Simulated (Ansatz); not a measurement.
Zinc-blende CaO (model structure): properties by level of theory

```csv
level (code),lattice parameter a (Å),enthalpy of formation (eV/atom)
LDA (Ansatz),5.116,-3.075
PBE-D4 (Ansatz),5.212,-2.854
rVV10 (Ansatz),5.240,-2.978
r²SCAN (Ansatz),5.212,-2.969
```

Caveats: a distance lies near a switch of the dispersion term, which can move the cell (PBE-D4). Ansatz's density-functional and Hartree–Fock values are scalar-relativistic unless marked +SOC, with PAW data made under PBE.

Computed values are for the static lattice.

A model structure was made by putting elements into a prototype or built by hand; it is no filed structure, need not be a known phase, and can be a saddle point held by its symmetry.

Ansatz is a quantum-chemistry and plane-wave program.
